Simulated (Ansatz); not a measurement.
# Zr₂O (model structure, started from the Hf2S type, P6₃/mmc, No. 194, 6 atoms in the cell)

Level of theory: LDA (PAW; Ansatz, an electronic-structure program).

Settings: plane-wave cutoff 520 eV, 18×18×6 k mesh (along the axes of the cell as run), Fermi–Dirac smearing 0.05 eV, scalar-relativistic PAW data made under PBE.

Cell (relaxed at this level):

```
CELL_PARAMETERS angstrom
      3.14881     0.00000     0.00000
     -1.57440     2.72695     0.00000
      0.00000     0.00000    10.83081
ATOMIC_POSITIONS crystal
  Zr 0.66667 0.33333 0.88526
  Zr 0.33333 0.66667 0.11474
  Zr 0.33333 0.66667 0.38526
  Zr 0.66667 0.33333 0.61474
  O  0.00000 0.00000 0.75000
  O  0.00000 0.00000 0.25000
```

- band gap: none
- bulk modulus B0: 175 GPa

Note: the bulk modulus is −V dP/dV from two relaxed cells at ±2 % in volume; the relaxation could raise the start's symmetry but not lower it, so the cell can be a saddle point.

Spin–orbit coupling is not included.

Static lattice: no zero-point or thermal effects.

A model structure was made by putting elements into a prototype or built by hand; it is no filed structure, need not be a known phase, and can be a saddle point held by its symmetry.
